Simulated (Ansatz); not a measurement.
Base system: BeTe in the zinc blende structure (space group F-43m, No. 216; a = 5.657 Å). Axes: x, y, z lie along the cube axes.

Perturbation: uniaxial strain ε_yy = +3.13 %, all other strain components held at zero, atoms relaxed at fixed cell.

Levels (all Ansatz, a first-principles code, PAW): r2SCAN (500 eV, without spin-orbit coupling); HSE06+SOC (420 eV, with spin-orbit coupling).

The geometry is relaxed with r2SCAN.

| Property | Value |
|---|---|
| r2SCAN lowest conduction level above the VBM at special points | X 2.32 eV; M 2.53 eV; S 3.31 eV; Γ 4.00 eV |
| r2SCAN valence-band top at Γ | 0.00, 0.00, -0.18 eV |

With HSE06+SOC at the same geometry, the lowest conduction level above the VBM at special points goes from X 2.32 eV; M 2.53 eV; S 3.31 eV; Γ 4.00 eV to X 2.33 eV; M 2.54 eV; S 3.34 eV; Γ 4.07 eV; the valence-band top at Γ (three highest Kramers pairs, from the VBM) becomes 0.00, -0.12, -1.07 eV (r2SCAN: 0.00, 0.00, -0.18 eV).

Single points use the geometry relaxed with r2SCAN. HSE06 gaps are upper bounds (no full band path). The spin-orbit shifts are approximate. Spin-orbit coupling, missing from the scalar runs, can matter with Te. The levels and masses belong to the bands next to the band gap. No phonon test of stability was made. k-point labels follow each cell's own Brillouin zone.
